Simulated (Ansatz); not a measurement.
**What biaxial strain +3.51 %, plane normal [110], relaxed out of plane does to Pd**

The parent structure is Pd in the fcc (Cu type) structure (space group Fm-3m, No. 225; a = 3.910 Å; relaxed with 0.1 eV smearing). Axes: x, y, z lie along the cube axes.

One thing is altered: tensile biaxial strain of 3.51 % in the plane normal to [110], as in epitaxy on a mismatched substrate; the out-of-plane cell vector and the atoms relax.

Method: Kohn–Sham DFT with the r2SCAN functional, run in Ansatz (an electronic-structure program) with PAW and 500 eV plane waves, no SOC. k-mesh 29×29×29 (Γ-centred); smearing 0.1 eV (Fermi–Dirac).

Volume per atom: 15.55 Å³ (base 14.95 Å³)
Space group: Immm (No. 71) (base Fm-3m (No. 225))
Shortest interatomic distance: 5.073 bohr (base 5.225 bohr)
Energy relative to the base (free energy F): +29 meV/atom
Pressure (mean of the normal stresses, compression positive): -5.8 GPa (base 0.0 GPa)
Band gap: zero (base zero)
Out-of-plane strain: -2.91 %
Ratio −ε⊥/ε∥: 0.83
Mean in-plane stress (compression positive): -8.7 GPa

Final structure (turned so that z lies along the plane normal):

```xyz
1
Lattice="0.0000 0.0000 -2.6847 -1.4311 2.0238 -1.3423 1.4311 2.0238 -1.3423" Properties=species:S:1:pos:R:3 pbc="T T T"
Pd     0.0000     0.0000     0.0000
```

A biaxial case was relaxed in a doubled cell and then solved in the primitive one. Stability against distortions was not tested. All final runs are without spin polarisation. Pd lies near a magnetic instability that expansion can trigger; it was not tested. Pd has a high density of states at the Fermi level and may be magnetic at this level.
